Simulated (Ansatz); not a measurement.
NbAs, element substitutions

Start from NbAs (space group I4_1md, No. 109).

```
NbAs
1.0
   -1.73679     1.73679     5.87436
    1.73679    -1.73679     5.87436
    1.73679     1.73679    -5.87436
Nb As
2 2
Direct
  0.99889   0.99889   0.00000
  0.74889   0.24889   0.50000
  0.41711   0.41711   0.00000
  0.16711   0.66711   0.50000
```

Each row replaces one element on all its sites; cell and atoms are relaxed.

Levels (all Ansatz, an electronic-structure program, PAW): PBE (420 eV, spin-orbit coupling left out); r2SCAN (500 eV, no SOC).

The base cell above is that of PBE; each level relaxes its own structures.

| case | lattice parameter a, PBE | lattice parameter a, r2SCAN |
|---|---|---|
| Nb → Be | 3.319 Å | 3.314 Å |
| Nb → Ta | 3.463 Å | 3.442 Å |
| As → P | 3.347 Å | 3.340 Å |

PBE lies above r2SCAN in every row, by 0.005 Å to 0.021 Å. They put the cases in the same order.

Stability against distortions was not tested. As relaxed here, BeAs is a hypothetical phase, not in the database extracts checked. The final runs are not spin-polarised.
